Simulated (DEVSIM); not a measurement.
Structure: Cr/Al2O3/p-Ge capacitor, at 300 K.

Layer 1 from the left is Al2O3, thickness (nm) 24.0. Layer 2 from the left is Ge, thickness (nm) 1200, Na (cm⁻³) 1.2e16.

Metal gate on the left, work function 4.5 eV. Fixed charge at the semiconductor interface 1.6e12 cm⁻² (in units of +e); no interface traps.

The device is made up for the run: typed textbook-type constants, with dimensions and the other settings drawn at random. Values at 300 K.

Al2O3: gap (eV) 6.8, affinity (eV) 1.35, permittivity 9. Ge: gap (eV) 0.664, affinity (eV) 4, permittivity 16, Nc (cm⁻³) 1.04e19, Nv (cm⁻³) 6e18.

Q: Estimate by hand the flat-band voltage, the threshold voltage, and compare with a numerical solution.

A: 
- Flat-band voltage: C = 0.332 μF/cm², work-function difference -0.003 V; VFB = φms − qNf/C = -0.78 V; numerical -0.78 V.
- Threshold voltage: φF = 0.164 V, depletion charge √(4εqNφF) = 4.23e-8 C/cm²; VT = VFB + 2φF + Qd/C = -0.32 V; numerical -0.32 V.

DEVSIM, 1D Poisson equation in equilibrium, Boltzmann statistics, complete ionisation; no quantum confinement or tunnelling. Metal contacts follow the ideal Schottky-Mott rule: no Fermi-level pinning, no interface dipoles.
